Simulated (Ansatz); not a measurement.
Take Rh in the fcc (Cu type) structure (space group Fm-3m, No. 225; a = 3.800 Å) as the base. Axes: x, y, z lie along the cube axes.

Computed with r2SCAN (Ansatz, an electronic-structure program; PAW; 500 eV plane waves; no spin-orbit coupling).

For the base:

- Pressure: 0.0 GPa
- Shortest interatomic distance: 2.687 Å

Now apply this change: uniaxial strain ε_zz = −1.27 %, all other strain components held at zero; the atoms relax in the strained cell.

**Question.** What does the calculation give for the pressure, energy relative to the base and shortest interatomic distance after the change?

**Answer.** The pressure (mean of the normal stresses, compression positive) goes from zero to 3.8 GPa; the energy grows by 3.2 meV/atom; the shortest interatomic distance decreases by 0.017 Å (2.687 Å → 2.670 Å).

Without a gap, meshes like the base's 21×21×21 leave anisotropic stresses uncertain by several tenths of a GPa, and small strain energies with them. Whether these cells are dynamically stable was not tested. The final runs are not spin-polarised.
